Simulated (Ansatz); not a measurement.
OH on the 1x1 (101) surface of tetragonal HfO2 (a metastable polymorph) (cut with top plane O), one in a 2x1 cell, started at the site 'hollow Hf-Hf-O-O-O over O at depth 1.8 Å'

Host crystal: tetragonal HfO2, with a band gap (PBE, scalar-relativistic without spin-orbit coupling).

All values below come from PBE (plane waves to 420 eV, PAW; Ansatz, a quantum-chemistry and plane-wave program).

Set-up: 38 atoms, 7.6 Å thick at the start under the adsorbate (thin: gaps and levels are the slab's own); mesh 3x3x1; 0.01 eV smearing; dipole correction on; 16 atoms held, the rest relaxed; no symmetry held; spin-polarised, ending with about 1.0 μB a cell; orders that need a larger cell were not tried, no spin-orbit, no U, no dispersion correction. At the end it is bonded to Hf. In PBE this state lies 0.04 eV over the lowest of the starts that converged ('over O at depth 1.5 Å', where the adsorbate broke or entered a bond of the host).

```json
{
  "energy of the end state, in which the adsorbate broke or entered a bond of the host, against H2O(g) − ½ H2(g)": "1.31 eV",
  "change_of_the_step_from_the_bottom_to_the_top_vacuum_level_against_the_clean_slab": "-0.10 eV",
  "energy_released_by_relaxation": "2.78 eV",
  "height of the binding atom over the mean of the host atoms within 0.3 Å of the top one": "0.879 Å",
  "magnetic_moment_of_the_cell": "1.00 μB",
  "largest_move_of_a_host_atom": "0.63 Å",
  "note": "in the relaxation the adsorbate left its starting site by 1.7 Å"
}
```

A negative adsorption energy means that the adsorbate is more stable on the surface than in its reference.
